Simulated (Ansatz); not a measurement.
## How far PBE and PBEsol part for hypothetical diamond Na

Consider Na in the diamond structure (space group Fd-3m, No. 227; a = 7.5841 Å; a hypothetical phase, not in the database extracts checked).

(Cell as relaxed with PBE.)

Levels (all Ansatz, a first-principles code, PAW): PBE (420 eV, no SOC); PBEsol (420 eV, no spin-orbit coupling).

Each level relaxes its own structure.

| quantity | PBE | PBEsol |
|---|---|---|
| volume per atom | 54.53 Å³ | 52.51 Å³ |
| lattice parameter a | 7.584 Å | 7.489 Å |
| band gap | zero | zero |

PBE's volume per atom lies 2.02 Å³ above PBEsol's (3.9 %); PBE's lattice parameter a lies 0.095 Å above PBEsol's (1.3 %); the two agree on the band gap. Neither level is exact; PBEsol is the comparison here, not a measurement.

Whether these cells are dynamically stable was not tested.
